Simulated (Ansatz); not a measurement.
## Quick settings and what they miss: Au₂S (Pn-3m, 6 atoms in the cell)

Self-consistent single point.

```
CELL_PARAMETERS angstrom
      5.23864     0.00000     0.00000
      0.00000     5.23864     0.00000
      0.00000     0.00000     5.23864
ATOMIC_POSITIONS crystal
  S  0.00000 0.00000 0.00000
  S  0.50000 0.50000 0.50000
  Au 0.25000 0.25000 0.75000
  Au 0.25000 0.75000 0.25000
  Au 0.75000 0.75000 0.75000
  Au 0.75000 0.25000 0.25000
```

Level of theory: PBEsol, default PAW files made with PBE (plane waves; Ansatz, an electronic-structure program).

Base settings: basis.ecutwfc = 30.9 Ry; kpoints.mp_grid.grid = 3 3 3; hamiltonian.xc = pbesol; hamiltonian.pseudopotentials = {kind: paw} (the program's default PAW files); scf.occupations.method = fixed.

Tight run (finer mesh or higher cutoff; not a proven limit): basis.ecutwfc: 30.9 Ry → 43.4 Ry; kpoints.mp_grid.grid: 3 3 3 → 5 5 5; scf.convergence.dr2_threshold: default (1e-07 eV) → 1e-09 eV. It gave top of the valence band (on the code's own zero) 9.13 eV; gap on the k-point mesh 1.92 eV; pressure -0.09 GPa.

Quick runs, as changes from the base:
- A: the base itself
- B: basis.ecutwfc: 30.9 Ry → 18.4 Ry; kpoints.mp_grid.grid: 3 3 3 → 1 1 1; scf.convergence.dr2_threshold: default (1e-07 eV) → 0.001 eV
- C: kpoints.mp_grid.grid: 3 3 3 → 4 4 4; hamiltonian.xc: pbesol → lda [LDA (PW92)]
- D: basis.ecutwfc: 30.9 Ry → 15.4 Ry; kpoints.mp_grid.grid: 3 3 3 → 4 4 4
- E: basis.ecutwfc: 30.9 Ry → 15.4 Ry; kpoints.mp_grid.grid: 3 3 3 → 2 2 2; scf.occupations.method: fixed → fermi_dirac; kpoints.mp_grid.shift: default → 0.5 0.5 0.5; scf.occupations.width: default → 0.0147 Ry
- F: basis.ecutwfc: 30.9 Ry → 21.7 Ry; kpoints.mp_grid.grid: 3 3 3 → 4 4 4; hamiltonian.xc: pbesol → lda; scf.occupations.method: fixed → cold; scf.occupations.width: default → 0.0367 Ry; width narrowed by the program to 0.2590 eV [LDA (PW92)]
- G: kpoints.mp_grid.grid: 3 3 3 → 4 4 4; hamiltonian.xc: pbesol → b3lyp [B3LYP]
- H: kpoints.mp_grid.grid: 3 3 3 → 2 2 2; hamiltonian.xc: pbesol → hse06; hamiltonian.pseudopotentials: {kind: paw} (the program's default PAW files) → {kind: paw}, with the files named one by one [HSE06]

Dashes: energy of C, F, G, H, another energy zero; gap of E, left out as unsure on this mesh or at this smearing; count of G, H, another kind of functional, whose work the count does not hold.

Gaps are read on each run's own mesh, which may miss the band edges.

† marks runs with another functional, U, potentials or spin treatment: their distance from the tight run is not a convergence error alone.

The count of work is k-points × plane waves × bands × iterations; it is no time. 

Pressures in the table are Ansatz's without its Pulay estimate, at a fixed set of plane waves; the tight run's value above holds the estimate.

The starting cell comes from a database of computed structures (which also holds hypothetical and non-ambient phases and stackings), without a prior relaxation at this level. Its lattice was rescaled by a random factor within 2.5 % of one. Spin-orbit coupling is off.

```
run  energy less tight (meV/atom)  pressure less tight (GPa)  gap on the mesh less tight (eV)  count of work / tight
---  ----------------------------  -------------------------  -------------------------------  ---------------------
A                             3.8                       0.09                           -0.001                   0.21
B                          1301.5                     -31.08                            0.035                  0.021
C†                              –                      -2.47                           -0.014                   0.52
D                          4538.3                    -157.83                            0.251                   0.19
E                          4185.0                    -149.58                                –                  0.020
F†                              –                      -9.88                            0.003                   0.40
G†                              –                       7.20                            1.363                      –
H†                              –                       4.22                            0.905                      –
```

Among the runs at the tight run's level, the energy misses run from 3.8 to 4538.3 meV/atom.

Keys are those of Ansatz 0.2.
